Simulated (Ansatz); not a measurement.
Mo, cell Mo54, held well above this temperature first, below the measured melting point of 2896 K (tabulated, unchecked) (supercooled) [in the run: it was liquid; mean temperature 2552 K (target 2610 K); density 8.94 g/cm³, volume +14 % from the start crystal's; mean pressure -1.6 GPa against a target of 0; one k-point, which a denser mesh shifts by 0.0 GPa in pressure and 0.07 eV/Å in forces].  Bonds are counted up to Mo-Mo 3.90 Å.

Problem. What distribution of Mo-Mo-Mo angles does PBE (Ansatz, an electronic-structure program) give?

Solution. mean 96°, standard deviation 35°.
```csv
angle (°),p (1/°)
1.5,0.0000
4.5,0.0000
7.5,0.0000
10.5,0.0000
13.5,0.0000
16.5,0.0000
19.5,0.0000
22.5,0.0000
25.5,0.0000
28.5,0.0000
31.5,0.0000
34.5,0.0001
37.5,0.0008
40.5,0.0025
43.5,0.0052
46.5,0.0084
49.5,0.0115
52.5,0.0136
55.5,0.0144
58.5,0.0140
61.5,0.0129
64.5,0.0109
67.5,0.0095
70.5,0.0080
73.5,0.0068
76.5,0.0060
79.5,0.0058
82.5,0.0057
85.5,0.0062
88.5,0.0068
91.5,0.0077
94.5,0.0086
97.5,0.0095
100.5,0.0103
103.5,0.0109
106.5,0.0111
109.5,0.0109
112.5,0.0104
115.5,0.0098
118.5,0.0091
121.5,0.0084
124.5,0.0078
127.5,0.0069
130.5,0.0063
133.5,0.0058
136.5,0.0055
139.5,0.0053
142.5,0.0051
145.5,0.0048
148.5,0.0046
151.5,0.0045
154.5,0.0041
157.5,0.0037
160.5,0.0034
163.5,0.0029
166.5,0.0024
169.5,0.0019
172.5,0.0014
175.5,0.0008
178.5,0.0003
```
